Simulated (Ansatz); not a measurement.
The parent structure is La$_{2}$O$_{3}$ (space group P-3m1, No. 164; a = 3.906 Å, c = 6.040 Å).

Perturbation: cell and atoms relaxed at a pressure of 15 GPa.

Levels (all Ansatz, an electronic-structure program, PAW): PBEsol (420 eV, no SOC); HSE06 (420 eV, without spin-orbit coupling).

The geometry is relaxed with PBEsol.

| Property | Value |
|---|---|
| PBEsol band gap | 3.69 eV |

Task: How does going to HSE06 change the band gap?

Result: The band gap increases by 1.51 eV to 5.20 eV.

Single points use the geometry relaxed with PBEsol. HSE06 gaps are upper bounds (no full band path). Load acts through the strain it causes; cell and atoms are relaxed under it. Whether these cells are dynamically stable was not tested. No other phases were tried under pressure.
